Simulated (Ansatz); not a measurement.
Partial pair distribution functions of a relaxed model of amorphous Si24O48Zn, broadened by 0.06 Å; density 2.29 g/cm³. Calculation: PBE, scalar-relativistic without spin-orbit coupling (plane waves to 420 eV, PAW; Ansatz, a program for electronic structure). The usual formal charges leave 2 electrons over, so the level spacing at the Fermi energy parts defect or band states and needn't be the band gap.

A CHGNet melt-quench gave the starting glass, which DFT then relaxed. O atoms were pushed apart under 1.9 Å during the dynamics, to hinder bonds among them. The hot cell started wider than the set density and was brought back towards it in steps. It is the lowest in DFT energy of 2 quenches. It is a model cell: composition and starting density were chosen by hand, and all elements were melted together. No dispersion term was used. Its density started from a set value of 2.28 and ended at 2.29 g/cm³. Cooling (nominally 320 K/ps over its main leg) ran many orders faster than in experiment, which tends to leave more defects and strain. One small periodic cell is one sample of the glass; other quenches scatter about these values. The volume was free in the relaxation, at fixed shape. Stress components on the final sampling reach 2.9 GPa. On a 2×2×2 Γ-centred mesh force components of up to 0.14 eV/Å stay, since the relaxation ran on the zone centre alone.

```tsv
r (Å)	g Si-O	g Si-Si	g O-O
1.35	0.00	0.00	0.00
1.45	0.29	0.00	0.00
1.55	6.98	0.00	0.00
1.65	15.33	0.00	0.00
1.75	3.78	0.00	0.00
1.85	0.52	0.00	0.00
1.95	0.04	0.00	0.00
2.05	0.00	0.00	0.00
2.15	0.00	0.00	0.00
2.25	0.00	0.00	0.00
2.35	0.00	0.00	0.07
2.45	0.00	0.00	0.98
2.55	0.01	0.02	3.40
2.65	0.12	0.55	5.10
2.75	0.08	1.16	3.95
2.85	0.09	1.99	2.05
2.95	0.25	3.58	0.63
3.05	0.52	3.75	0.46
3.15	0.74	2.58	0.46
3.25	0.90	2.04	0.48
3.35	0.91	0.51	0.52
3.45	0.97	0.03	0.43
3.55	0.88	0.12	0.44
3.65	1.13	0.20	0.61
3.75	1.06	0.12	0.52
3.85	1.12	0.11	0.52
3.95	1.68	0.44	0.71
4.05	1.77	0.46	0.64
4.15	1.98	0.68	0.76
4.25	1.75	1.11	0.91
4.35	1.42	1.00	0.90
4.45	1.01	0.84	0.96
4.55	0.57	0.65	0.97
4.65	0.56	0.83	1.21
4.75	0.52	0.90	1.32
4.85	0.56	0.89	1.39
4.95	0.87	1.07	1.31
5.05	0.85	1.39	1.32
5.15	0.64	2.07	1.32
```

Within 1.98 Å each Si has 4.00 O neighbours on average.
